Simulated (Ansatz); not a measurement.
Consider ZnCu in the CsCl type structure (space group Pm-3m, No. 221; relaxed with 0.1 eV smearing).

```
ZnCu
1.0
    2.90849     0.00000     0.00000
    0.00000     2.90849     0.00000
    0.00000     0.00000     2.90849
Zn Cu
1 1
Direct
  0.00000   0.00000   0.00000
  0.50000   0.50000   0.50000
```

Cartesian axes are those of the cell as printed.

All numbers come from Ansatz (a quantum-chemistry and plane-wave program) PBEsol, no spin-orbit coupling.

The change: the cell is scaled by 0.9818 in all directions, atoms relaxed at fixed cell.

Predict the stress tensor and what it implies for the stiffness.

Stress of the strained cell less that of the base (GPa, compression positive):
```
    8.6     0.0     0.0
    0.0     8.6     0.0
    0.0     0.0     8.6
```

Then B = −ΔP/(ΔV/V₀) with ΔV/V₀ = -0.0536 gives secant stiffness values (nonlinear terms included at this strain): B ≈ 161 GPa.

As a check, the harmonic strain energy −½ V₀ Δσ:ε is 18 meV/atom; the computed energy rise is 17 meV/atom.

No phonon test of stability was made. All final runs are without spin polarisation.
